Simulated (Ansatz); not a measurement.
Phonon-limited resistivity of ScPd3 (Pm-3m) against temperature in μΩ·cm, PBEsol, DFPT electron-phonon coupling, linearised Boltzmann equation (Ansatz, a quantum-chemistry and plane-wave program), harmonic crystal at a fixed cell.

| T | ρ |
|---|---|
| 50 K | 0.54 |
| 77 K | 1.64 |
| 100 K | ___ |
| 150 K | ___ |
| 200 K | 7.3 |
| 250 K | 9.4 |
| 273 K | 10.4 |
| 300 K | 11.5 |
| 350 K | 13.6 |
| 400 K | 15.6 |
| 500 K | 19.6 |
| 600 K | 23 |
| 800 K | 30 |

Task: Complete the blanks.

Result: 
- 100 K, ρ: 2.7
- 150 K, ρ: 5.0

A metal at this level (no band gap). Only scattering by harmonic phonons is included (no impurities, grain boundaries, electron-electron scattering or thermal expansion). Spin-orbit coupling is left out. The run warned that the eigensolver left some states short of its tolerance. Halving the electron mesh (20x20x20) moves the resistivity by up to 8 %. Smearing 0.20 eV; phonons on a 4x4x4 q mesh, which this run doesn't test and which matters most at low temperature.

Formula and space group known from diffraction (Crystallography Open Database), not checked to be the room-temperature form: ScPd3 (Pm-3m).
